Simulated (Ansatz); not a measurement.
Functionals compared on OH on the 1x1 (111) surface of fcc Cu, one in a 2x2 cell, started at the site 'bridge Cu-Cu (span 2.6 Å)', in Ansatz (plane waves, PAW). The structure was relaxed with PBE; the other rows are single points on it, each with its references at the same level. Cutoff 420 eV (500 eV for r2SCAN).

Set-up: 18 atoms, 6.2 Å thick at the start under the adsorbate (thin: gaps and levels are the slab's own); mesh 6x6x1; 0.1 eV smearing; dipole correction on; 8 atoms held, the rest relaxed; no symmetry held; spin-polarised, no spin-orbit, no U, no dispersion correction. The starting moment vanished. At the end it is bonded to 2 Cu. In PBE this state lies 0.08 eV over the lowest of the starts that converged ('hollow Cu-Cu-Cu over Cu at depth 4.1 Å'). These notes are the PBE run's. r2SCAN: The program's check for a lower electronic state was not made. Adsorption energies are against H2O(g) − ½ H2(g). A negative adsorption energy means that the adsorbate is more stable on the surface than in its reference.

```
functional  adsorption energy (eV)  work function of the top face (eV)  change of the work function (eV)  magnetic moment of the cell (μB)          rough cost of the single point
----------  ----------------------  ----------------------------------  --------------------------------  --------------------------------  --------------------------------------
PBE                           0.37                                4.41                             -0.37                              0.00                                       –
RPBE                           [?]                                 [?]                               [?]                              0.00                 roughly 10 core-minutes
r2SCAN                        0.10                                4.45                             -0.35                              0.00  about 16 core-minutes (a rough figure)
```

### Question
What belongs in the gaps?

### Answer

- RPBE, adsorption energy (eV): 0.56
- RPBE, work function of the top face (eV): 4.27
- RPBE, change of the work function (eV): -0.33

Ansatz is an electronic-structure program.
